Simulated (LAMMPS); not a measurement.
Quenches at 1e+14 K/s across the composition of ZnSe (zinc blende) with a share x of Zn sites Cd; each row starts from its own melt temperature.

All values are model results, not measurements: classical MD, pair style sw, file CdTeZnSeHgS0.sw; code LAMMPS.

```tsv
x	density	state
0.25	4.99 g/cm³ (one sample)	glass
0.5	5.07 g/cm³ (one sample)	glass
0.75	5.15 g/cm³ (one sample)	glass
```

Caution: the real compound melts congruently only under the pressure of its own vapour and loses its more volatile element when open.
